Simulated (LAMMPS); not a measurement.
Melts of Ni (fcc) with 10 % of Ni sites Al cooled to 300 K at several rates.

Level of theory: classical MD, pair style eam/alloy, file NiAlH_jea.eam.alloy, run in LAMMPS.

```tsv
cooling rate (K/s)	energy above the crystal	state	density	coordination number of Al by Ni	rough cost
1e+12	0.024 eV/atom	crystallised	8.10 g/cm³ (one sample)	11.6 (counted to 3.06 Å)	60 core-minutes
1e+13	0.085 eV/atom	glass	7.85 g/cm³ (one sample)	12.5 (counted to 3.30 Å)	6 core-minutes
1e+14	0.087 eV/atom	glass	7.84 g/cm³ (one sample)	12.7 (counted to 3.34 Å)	5 core-minutes
```

Costs are rough and include melting and analysis.

Caution (row 1e+12): the cell keeps the atom count and shape of the starting crystal, which eases freezing.
